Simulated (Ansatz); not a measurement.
# Ru: pressure 0.3 GPa

Base system: Ru in the hcp (Mg type) structure (space group P6_3/mmc, No. 194; a = 2.7222 Å, c = 4.2908 Å).

The change: cell and atoms relaxed at a pressure of 0.3 GPa.

Computed with plane-wave PAW DFT at the PBE level (Ansatz, a first-principles code, 420 eV), no spin-orbit coupling. Settings: 20×20×11 k-points, 0.05 eV Fermi–Dirac smearing.

| quantity | base | changed | shift |
|---|---|---|---|
| volume per atom | 13.77 Å³ | 13.75 Å³ | -0.013 Å³ |
| lattice parameter a | 2.722 Å | 2.721 Å | -0.001 Å |
| c/a ratio | 1.576 | 1.576 | 0.000 |
| enthalpy H = E + PV relative to the base's energy | – | +0.03 eV/atom | – |
| band gap | zero | zero | – |

Cost of the whole job for the changed cell (relaxation, final SCF and bands): about 26 core-seconds (a rough figure).

Load acts through the strain it causes; cell and atoms are relaxed under it. Stability against distortions was not tested. The final runs are not spin-polarised.
